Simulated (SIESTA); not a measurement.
What a tighter setting buys: kgrid.MonkhorstPack, Nb5Si3 (I4/mcm, 16 atoms in the cell)

Cell: a = 7.5425 Å, b = 7.5425 Å, c = 7.5425 Å, α = 128.36°, β = 128.36°, γ = 76.04°.

Computed with GGA PBEsol, numerical atomic orbitals DZP, PseudoDojo PBEsol standard norm-conserving potentials (rewritten from UPF to PSML) in SIESTA.

Base settings: XC.functional = GGA; XC.authors = PBEsol; potentials = PseudoDojo PBEsol standard; PAO.BasisSize = DZP; PAO.EnergyShift = 0.01 Ry; MeshCutoff = 350 Ry; kgrid.MonkhorstPack = 6 6 6; OccupationFunction = MP; OccupationMPOrder = 0; ElectronicTemperature = 200 meV.

Misses are taken against the tightest run, 11 11 11, which need not be fully converged itself. The energy is the free energy per atom.

Core times come from one kind of shared machine and are given to one figure; runs under 30 s give none.

The starting cell comes from a database of published, mostly measured structures (it also holds non-ambient and calculated ones), without a prior relaxation at this level. Spin polarisation is off. Values carry the incompleteness of an atom-centred basis. In the base run, with a pressure of about -3 GPa the cell is away from its equilibrium volume at this level. In the base run, forces exceed 1 eV/Å.

| kgrid.MonkhorstPack | energy less reference (meV/atom) | pressure less reference (GPa) | largest difference in the force on any atom (eV/Å) | core time / reference (rough) |
|---|---|---|---|---|
| 1 1 1 | 30.18 | 0.71 | 0.961 | 0.1 |
| 2 2 2 | -8.62 | -0.09 | 0.096 | 0.1 |
| 3 3 3 | 1.46 | 0.05 | 0.060 | 0.1 |
| 4 4 4 | -3.68 | -0.09 | 0.015 | 0.2 |
| 5 5 5 | -0.93 | -0.01 | 0.011 | 0.2 |
| 6 6 6 | 0.16 | 0.01 | 0.008 | 0.3 |
| 7 7 7 | 0.07 | 0.00 | 0.006 | 0.4 |
| 8 8 8 | -0.04 | 0.00 | 0.002 | 0.5 |
| 10 10 10 | 0.02 | 0.00 | 0.001 | 0.9 |
| 11 11 11 | 0.00 | 0.00 | 0.000 | 1 |

Coarsest setting among those run that, with all tighter ones, holds the energy within 20 meV/atom of the reference: 2 2 2, off by 8.6 meV/atom; it needs about 0.1 of the reference's time.

The step from 2 2 2 to 10 10 10: it takes the miss in the energy from 8.6 to 0.02 meV/atom, for roughly 8 times the time.
